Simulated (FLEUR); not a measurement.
FLEUR run on CaMg3 (P-6m2, 4 atoms in the cell): self-consistent single point.

Level of theory: FLEUR with LDA (Perdew-Zunger), all-electron FLAPW (FLEUR), scalar-relativistic valence.

```
CaMg3
1.0
    3.40907     0.00000     0.00000
   -1.70453     2.95234     0.00000
    0.00000     0.00000    10.88068
Ca Mg
1 3
Direct
  0.00000   0.00000   0.50000
  0.00000   0.00000   0.00000
  0.66667   0.33333   0.76455
  0.66667   0.33333   0.23545
```

Reference input (self-consistent single point, DFT, PBEsol, all-electron FLAPW (FLEUR), scalar-relativistic valence): Kmax = 3.8 1/bohr; GmaxXC = 15.2 1/bohr; xcFunctional = PBEs; jspins = 1; l_soc = F; mode = gauss; fermiSmearingEnergy = 0.00367493 Htr; mesh (inpgen div1-3) = 9 9 3; inpgen gamma flag = false; Gmax = 15.2 1/bohr; numbands = 0; maxIterBroyd = 40. This run's input differs from it in these lines:

```diff
@@ -16,3 +16,3 @@
 &comp jspins=1 /
-&exco xctyp='PBEs' /
+&exco xctyp='pz' /
 &kpt div1=9 div2=9 div3=3 /
@@ -29,3 +29,3 @@
       <coreElectrons ctail="T" frcor="F" kcrel="0" coretail_lmax="0"/>
-      <xcFunctional name="PBEs" relativisticCorrections="F"/>
+      <xcFunctional name="pz" relativisticCorrections="F"/>
       <magnetism jspins="1"/>
```

Output, abridged:

```
 Iteration:     1   Distance:       3.30405796 me/bohr^3
 Iteration:     2   Distance:       2.47281121 me/bohr^3
 Iteration:     3   Distance:       2.18932476 me/bohr^3
 Iteration:     4   Distance:       1.23688356 me/bohr^3
 Iteration:     5   Distance:       1.10638240 me/bohr^3
   [... 8 lines left out ...]
 Iteration:    14   Distance:       0.00013842 me/bohr^3
 Iteration:    15   Distance:       0.00003942 me/bohr^3
 Iteration:    16   Distance:       0.00002812 me/bohr^3
 Iteration:    17   Distance:       0.00000241 me/bohr^3
 Reset of history
 Run finished successfully
 Stop message:
   Structural relaxation: new displacements generated

[file out, last iteration]
             iter=     18
[...]
          total density-effective poten   -1.9954919354E+03
          total charge density-energy d   -8.1236833303E+01
 Updated energy parameters for spin:           1
[...]
 fermi energy and band-weighting factors:

[...]
FERMIE:
          first approx. to ef    (T=0)  :   0.120681 htr   (energy of the highest occ. eigenvalue)
          number of occ. states  (T=0)  :        481
          first approx. to seigv (T=0)  : -48.583997 htr
          sum of weights of occ. states :  20.004115
          sum of semicore charge        :   0.000000 e
          fermi energy=   0.12199 har   work function=  -3.31949 ev
          number of valence electrons=  40.00000
   [... lines left out ...]
          total moment                 =     0.00000
 Direct bandgap for spin            1 :    6.5163598129145406E-003  Htr
 ---->    free energy=                     -1277.3180328992 htr
   [... lines left out ...]
 TOTAL FORCE FOR ATOM TYPE=  1  X=  0.000   Y=  0.000   Z= 10.281
                       FX_TOT= 0.000000 FY_TOT= 0.000000 FZ_TOT= 0.000000
 TOTAL FORCE FOR ATOM TYPE=  2  X=  0.000   Y=  0.000   Z=  0.000
                       FX_TOT= 0.000000 FY_TOT= 0.000000 FZ_TOT= 0.000000
 TOTAL FORCE FOR ATOM TYPE=  3  X= -3.221   Y=  1.860   Z= -4.841
                       FX_TOT= 0.000000 FY_TOT= 0.000000 FZ_TOT=-0.000227
```

The run converged in 17 iterations. FLEUR gives forces in its relaxation mode, with a further iteration, so its stop message speaks of a relaxation. Against the reference run the largest force goes from 0.002 to 0.012 eV/Å.

The starting cell comes from a database of computed structures (which also holds hypothetical and non-ambient phases and stackings), without a prior relaxation at this level. Values depend on the basis (sphere radii, cutoffs, local orbitals), which need not be converged. The log's line on a gap gives a spacing of levels on this mesh, which the program prints for metals too.

Cost on one core of a shared machine: roughly 2 min.
